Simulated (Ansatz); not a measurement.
## tetragonal WSi2 (0 0 1) on zinc-blende InSb (0 0 1) (film strained to the substrate, started from cuts of the bulks and a machine-learned relaxation; slabs In4Sb4 and W8Si12, which can lie off the formulas)

A periodic stack without vacuum, tetragonal WSi2 (0 0 1) on zinc-blende InSb (0 0 1) (film strained to the substrate, started from cuts of the bulks and a machine-learned relaxation; slabs In4Sb4 and W8Si12, which can lie off the formulas): substrate slab In4Sb4, film W8Si12, surface cells [[1, 0], [1, 1]] and [[-1, 1], [-1, -1]], film strained by +2.8 and +2.8 %, outermost planes Sb/In and W/W as cut, which need not be the usual terminations and can put a slab off its formula.

The start was prepared with a machine-learned potential, and the result is one local minimum, with the in-plane cell held and forces under 0.04 eV/Å; the film can end far from its bulk form.

The numbers are results of PBE (plane waves to 420 eV, PAW; Ansatz, a program for electronic structure), not measurements. No spin–orbit coupling; the runs are not spin-polarised. Its k-point mesh 7×7×1, Fermi–Dirac width 0.05 eV.

* **interface area**: 22.0 Å²
* **period**: 26.35 Å
* **heights between the nearest atoms of the two slabs at the two interfaces**: 1.85 and 1.69 Å
* **Sb–W contacts across the interfaces within 1.22 times the sum of covalent radii**: 8, mean 2.95 Å
* **In–W contacts across the interfaces within 1.22 times the sum of covalent radii**: 5, mean 3.11 Å
* **Sb–Si contacts across the interfaces within 1.22 times the sum of covalent radii**: 2, mean 2.97 Å
* **In–Si contacts across the interfaces within 1.22 times the sum of covalent radii**: 1, mean 3.02 Å

```xyz
28
Lattice="4.6933 -0.0004 -0.0406 -0.0016 4.6874 -0.2370 1.3084 -3.3113 26.5397" Properties=species:S:1:pos:R:3 pbc="T T T"
In     4.7372     0.2899     5.9023
In     2.4375     2.5739     2.4756
In     3.6268    -1.4596    12.0659
In     2.7593     2.7474     9.1610
Sb     4.7951     2.5486     4.1189
Sb     2.3977     0.1120     0.7516
Sb     5.9622     0.9340    11.9287
Sb     2.4215     0.3357     7.6255
W      1.2823     1.1590    17.6627
W      3.6260    -1.1827    17.7456
W      1.2473    -1.3687    13.9623
W      3.5904     0.9548    13.7990
Si     1.2570     1.0350    15.0033
Si     3.6024    -1.3265    15.0822
Si     1.2678    -1.2489    16.4741
Si     3.6160     1.0913    16.3307
W      1.3451     1.6301    25.3800
W      3.6948    -0.9003    25.4813
Si     1.2899    -1.1180    19.0680
Si     3.6400     1.2231    18.9188
Si     1.3039     1.2933    20.2746
Si     3.6487    -1.0551    20.3722
W      1.3135    -0.9824    21.6839
W      3.6614     1.3497    21.5302
Si     1.3249     1.4258    22.8691
Si     3.6716    -0.9470    22.9601
Si     1.3384    -0.8087    24.4264
Si     3.6823     1.4197    24.1522
```
